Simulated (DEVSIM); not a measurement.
Structure: Schottky contact on n-type Ge, at 400 K.

Layer 1 from the left is Ge, thickness (μm) 15.0, Nd (cm⁻³) 2.1e17, τn (s) 1.8e-7, τp (s) 1.8e-7. Layer 2 from the left is Ge, thickness (μm) 27.0, Nd (cm⁻³) 1.3e18, τn (s) 1.8e-7, τp (s) 1.8e-7.

Left contact: Schottky, work function 4.28 eV, emission velocity 3.7e6 cm/s. Right contact: ohmic. Voltage is applied to the left contact. Recombination: SRH at mid-gap, Auger. Mobility is μmin + (μ − μmin)/(1 + (N/Nref)^α).

This is a model device: material constants are rounded textbook-type values typed into the input, and sizes, dopings and lifetimes were drawn at random. Values at 300 K; Nc and Nv go as T^1.5, mobilities as T to minus their exponent, the gap by Varshni's rule with the affinity fixed.

Ge: gap (eV) 0.664, affinity (eV) 4, permittivity 16, Nc (cm⁻³) 1.04e19, Nv (cm⁻³) 6e18, μn (cm²/Vs) 3900, μp (cm²/Vs) 1900, μn,min 150, μp,min 100, Nref,n 2.6e17, Nref,p 4e17, αn 0.56, αp 0.6, T exponent of μn 1.66, T exponent of μp 2.33, Cn (cm⁶/s) 1e-31, Cp (cm⁶/s) 1e-31, Varshni α (eV/K) 0.000477, Varshni β (K) 235.

Model (solved in DEVSIM): 1D drift-diffusion, Boltzmann statistics, complete ionisation; no tunnelling, impact ionisation, image-force lowering or self-heating. Metal contacts follow the ideal Schottky-Mott rule: no Fermi-level pinning, no interface dipoles.

### Question
What does the simulation give for the potential step across the device at zero bias?

### Answer
potential step across the device at zero bias 0.193 V.
